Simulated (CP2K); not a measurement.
Input and output of a self-consistent single point for TaTi (P1, 2 atoms in the cell) (CP2K).

Level of theory: CP2K 2026.2 with PBEsol, GPW, DZVP-MOLOPT-SR-GTH basis, GTH-PBE potentials (GTH_POTENTIALS).

The change in words: lattice scaled by 0.98. Reference geometry:
```yaml
crystal:
  lattice:
    - [2.81865, 0.00000, 0.00000]
    - [-0.92676, 2.66193, 0.00000]
    - [0.00000, 0.00000, 4.68413]
  atoms:
    - { symbol: Ti, position: [0.49206, 0.48269, 0.49933] }
    - { symbol: Ta, position: [0.00794, 0.01731, 0.00068] }
```

Reference input (self-consistent single point, DFT PBEsol, GPW, DZVP-MOLOPT-SR-GTH basis, GTH-PBE potentials (GTH_POTENTIALS)): CUTOFF = 600 Ry; REL_CUTOFF = 40 Ry; SMEAR/METHOD = GAUSSIAN; SIGMA = 0.2 eV; KPOINTS/SCHEME = MACDONALD 8 8 5 0.0625 0.0625 0; XC_FUNCTIONAL = PBE:PBESOL; Ti/BASIS_SET = DZVP-MOLOPT-SR-GTH; Ti/POTENTIAL = GTH-PBE-q12; Ta/BASIS_SET = DZVP-MOLOPT-SR-GTH; Ta/POTENTIAL = GTH-PBE-q13; METHOD = GPW; EPS_DEFAULT = 1e-11. This run's input differs from it in these lines:

```diff
@@ -65,5 +65,5 @@
     &CELL
-      A 2.81864600 0.00000000 0.00000000
-      B -0.92675800 2.66193200 0.00000000
-      C 0.00000000 0.00000000 4.68413000
+      A 2.76227300 0.00000000 0.00000000
+      B -0.90822200 2.60869400 0.00000000
+      C 0.00000000 0.00000000 4.59044700
       PERIODIC XYZ
```

The program printed (abridged):

```
 SCF WAVEFUNCTION OPTIMIZATION

  Step     Update method      Time    Convergence         Total energy    Change
     1 NoMix/Diag. 0.30E+00      -     1.37848124      -117.2419315557 -1.17E+02
     2 Broy./Diag. 0.30E+00      -     0.14234934      -117.3149392543 -7.30E-02
     3 Broy./Diag. 0.30E+00      -     0.06609874      -116.6397039793  6.75E-01
     4 Broy./Diag. 0.30E+00      -     0.06147254      -116.5104508227  1.29E-01
     5 Broy./Diag. 0.30E+00      -     0.00515764      -116.2370610645  2.73E-01
     6 Broy./Diag. 0.30E+00      -     0.00043663      -116.2499750199 -1.29E-02
   [... 4 lines left out ...]
    11 Broy./Diag. 0.30E+00      -     0.00000456      -116.2545506247 -3.05E-06
    12 Broy./Diag. 0.30E+00      -     0.00000124      -116.2545507319 -1.07E-07
    13 Broy./Diag. 0.30E+00      -     0.00000017      -116.2545502065  5.25E-07
    14 Broy./Diag. 0.30E+00      -     0.00000003      -116.2545499609  2.46E-07
  *** SCF run converged in    14 steps ***

  Overlap energy of the core charge distribution:               0.00000000125224
  Self energy of the core charge distribution:               -193.57911500578760
  Core Hamiltonian energy:                                     45.84154078168414
  Hartree energy:                                              45.55407033418383
  Exchange-correlation energy:                                -14.06855831807925
  Smearing free energy correction:                             -0.00248775416591
  Fermi energy:                                                 0.47012984513573

  Total energy:                                              -116.25454996092867
  Total energy (extrapolated to sigma->0):                   -116.25330608384571

   [... lines left out ...]

 STRESS| Analytical stress tensor [bar]
 STRESS|                        x                   y                   z
 STRESS|      x        6.60648576697E+04  -5.07907471931E+03   2.34585924852E+02
 STRESS|      y       -5.07907471931E+03   6.13737902792E+04   4.15671799233E+02
 STRESS|      z        2.34585924852E+02   4.15671799233E+02   4.65104112123E+04
 STRESS| 1/3 Trace                                             5.79830197204E+04
```

The run converged in 14 iterations. Against the reference run the free energy goes up by 4.9 meV/atom, the pressure goes from -3.84 to 5.80 GPa and the largest force goes from 0.325 to 0.337 eV/Å.

The starting cell comes from a database of computed structures (which also holds hypothetical and non-ambient phases and stackings), without a prior relaxation at this level. Its atoms were displaced at random from the sites of space group no. 65. For this run, on top of that: lattice scaled by 0.98. Spin polarisation is off. Values carry the incompleteness of an atom-centred basis. The potentials were made for another functional than the one used. With a pressure of about 6 GPa the cell is away from its equilibrium volume at this level.

Cost on one core of a shared machine: roughly 3 min.
